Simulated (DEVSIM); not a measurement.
Device: Ru/TiO2/n-In0.53Ga0.47As capacitor, at 300 K.

Layer 1 from the left is TiO2, thickness (nm) 8.80. Layer 2 from the left is In0.53Ga0.47As, thickness (nm) 4800, Nd (cm⁻³) 1.4e16.

Metal gate on the left, work function 4.7 eV. Fixed charge at the semiconductor interface -1.3e10 cm⁻² (in units of +e); no interface traps.

This is a model device: material constants are rounded textbook-type values typed into the input, and sizes, dopings and lifetimes were drawn at random. Values at 300 K.

TiO2: gap (eV) 3.2, affinity (eV) 3.9, permittivity 60. In0.53Ga0.47As: gap (eV) 0.74, affinity (eV) 4.51, permittivity 13.9, Nc (cm⁻³) 2.1e17, Nv (cm⁻³) 7.7e18.

Estimate by hand the flat-band voltage, the threshold voltage, and compare with a numerical solution.


- Flat-band voltage: C = 6.04 μF/cm², work-function difference 0.120 V; VFB = φms − qNf/C = 0.12 V; numerical 0.12 V.
- Threshold voltage: φF = 0.253 V, depletion charge √(4εqNφF) = 5.29e-8 C/cm²; VT = VFB − 2φF − Qd/C = -0.40 V; numerical -0.40 V.

DEVSIM, 1D Poisson equation in equilibrium, Boltzmann statistics, complete ionisation; no quantum confinement or tunnelling. Metal contacts follow the ideal Schottky-Mott rule: no Fermi-level pinning, no interface dipoles.
